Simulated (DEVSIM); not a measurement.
System: abrupt Si p-n junction, at 300 K.

```tsv
layer (left to right)	material	thickness (μm)	Nd (cm⁻³)	Na (cm⁻³)	τn (s)	τp (s)
1	Si	0.110	-	1.6e17	2.5e-7	2.5e-7
2	Si	0.490	2e16	-	2.5e-7	2.5e-7
```

Left contact: ohmic. Right contact: ohmic. Voltage is applied to the left contact. Recombination: SRH at mid-gap. Mobility is μmin + (μ − μmin)/(1 + (N/Nref)^α).

Constants are typed, rounded textbook-type inputs, not results; the design itself was drawn at random and stands for no fabricated device. Values at 300 K; Nc and Nv go as T^1.5, mobilities as T to minus their exponent, the gap by Varshni's rule with the affinity fixed. The table also holds parameters that only a changed run uses.

```tsv
parameter	Si
gap (eV)	1.124
affinity (eV)	4.05
permittivity	11.7
Nc (cm⁻³)	2.86e19
Nv (cm⁻³)	3.1e19
μn (cm²/Vs)	1417
μp (cm²/Vs)	470
μn,min	52
μp,min	45
Nref,n	9.7e16
Nref,p	2.2e17
αn	0.68
αp	0.72
T exponent of μn	2.3
T exponent of μp	2.2
Cn (cm⁶/s)	2.8e-31
Cp (cm⁶/s)	9.9e-32
Varshni α (eV/K)	0.000473
Varshni β (K)	636
```

DEVSIM, 1D drift-diffusion, Boltzmann statistics, complete ionisation; no tunnelling, impact ionisation, image-force lowering or self-heating.

Base results: dark forward voltage at 100 A/cm² (V) 0.679; dark forward voltage at 1 A/cm² (V) 0.557; largest field in the device at zero bias (V/cm) 64000; potential step across the device at zero bias (V) 0.800.

What follows from this one change: temperature 300 → 500 K?

dark forward voltage at 100 A/cm² 0.679 → 0.283 V; dark forward voltage at 1 A/cm² 0.557 → 0.084 V; largest field in the device at zero bias 64000 → 49000 V/cm; potential step across the device at zero bias 0.800 → 0.459 V.

What follows from this one change: doping Na of layer 1 1.6e+17 → 4.8e+16 cm^-3?

dark forward voltage at 100 A/cm² 0.679 → 0.650 V; dark forward voltage at 1 A/cm² 0.557 → 0.525 V; largest field in the device at zero bias 64000 → 56000 V/cm; potential step across the device at zero bias 0.800 → 0.769 V.

What follows from this one change: doping Nd of layer 2 2e+16 → 2e+17 cm^-3?

dark forward voltage at 100 A/cm² 0.679 → 0.693 V; dark forward voltage at 1 A/cm² 0.557 → 0.571 V; largest field in the device at zero bias 64000 → 150000 V/cm; potential step across the device at zero bias 0.800 → 0.860 V.

What follows from this one change: thickness of layer 2 0.49 → 0.17 μm?

dark forward voltage at 100 A/cm² 0.679 → 0.651 V; dark forward voltage at 1 A/cm² 0.557 → 0.521 V; largest field in the device at zero bias little changed (66000 V/cm); potential step across the device at zero bias little changed (0.800 V).

What follows from this one change: constant mobility in place of the doping-dependent one?

dark forward voltage at 100 A/cm² 0.679 → 0.666 V; dark forward voltage at 1 A/cm² 0.557 → 0.544 V; largest field in the device at zero bias little changed (64000 V/cm); potential step across the device at zero bias little changed (0.800 V).
